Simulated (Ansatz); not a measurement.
Time series of an NVE run of composition AgSn23, cell Ag2Sn46, first heated far above this temperature, then brought to it, at a temperature that wasn't checked against the liquidus, so perhaps supercooled [in the run: it was liquid; density 6.42 g/cm³]. Level of theory: PBE (plane waves, PAW; Ansatz, a first-principles code). Free energies are counted from the first row's. On the run's last frame a denser k-mesh moved the forces by 0.106 eV/Å rms, the static pressure by 0.06 GPa and the free energy by 31 meV/atom, which is about how far such values are converged.

```
t (fs)  F − F0 (eV)  E_kin (eV)  P (GPa)
------  -----------  ----------  -------
0.0           0.000       3.138    -0.30
156.0        -0.277       3.415     0.00
312.0         0.179       2.959     0.24
468.0        -0.050       3.188     0.09
624.0        -0.695       3.832    -0.01
780.0        -0.189       3.327     0.15
936.0        -0.474       3.612    -0.31
1092.0       -0.367       3.505    -0.28
1248.0        0.409       2.729    -0.01
1404.0        0.470       2.668    -0.03
1560.0        0.578       2.560     0.24
1716.0        0.019       3.118     0.24
1872.0        0.056       3.082     0.16
2028.0       -0.199       3.337    -0.44
2184.0       -0.104       3.242    -0.09
2340.0       -0.155       3.294    -0.16
2496.0       -0.290       3.428     0.15
2652.0       -0.072       3.209     0.02
2808.0        0.024       3.114     0.04
2964.0        0.278       2.860     0.51
3120.0        0.204       2.935     0.29
3276.0       -0.176       3.314    -0.06
3432.0       -0.067       3.205    -0.32
3588.0       -0.526       3.663    -0.89
3744.0        0.146       2.992    -0.18
3900.0       -0.242       3.380    -0.36
4056.0       -0.463       3.601    -0.24
4212.0       -0.014       3.152    -0.54
4368.0       -0.508       3.646    -0.51
4524.0       -0.564       3.702    -0.76
4680.0       -0.138       3.276    -0.58
4836.0       -0.292       3.430    -0.43
4992.0       -0.119       3.256    -0.19
5148.0       -0.133       3.271    -0.27
5304.0        0.207       2.932     0.10
5460.0        0.019       3.119    -0.09
5616.0        0.180       2.958     0.31
5772.0       -0.419       3.556    -0.14
5928.0       -0.322       3.460    -0.33
6084.0       -0.005       3.143     0.01
6240.0        0.289       2.849     0.09
6396.0        0.464       2.675     0.03
6552.0        0.436       2.702    -0.03
6708.0        0.046       3.092     0.00
6864.0       -0.189       3.327    -0.28
7020.0       -0.420       3.558     0.08
7176.0        0.058       3.080     0.25
7332.0        0.040       3.098     0.01
7488.0        0.108       3.030    -0.40
7644.0        0.129       3.010    -0.29
7800.0       -0.325       3.463    -0.24
7956.0       -0.642       3.780    -0.11
```

### Question
Estimate the mean temperature and pressure of the run and judge its energy conservation.

### Answer
With 3N − 3 = 141 degrees of freedom, T = 2⟨E_kin⟩/((3N − 3)k_B) = 523 ± 6 K over all steps; mean pressure -0.10 ± 0.09 GPa; F + E_kin drifts by 0.00 meV/atom per ps, negligible against the kinetic energy of 67 meV/atom.
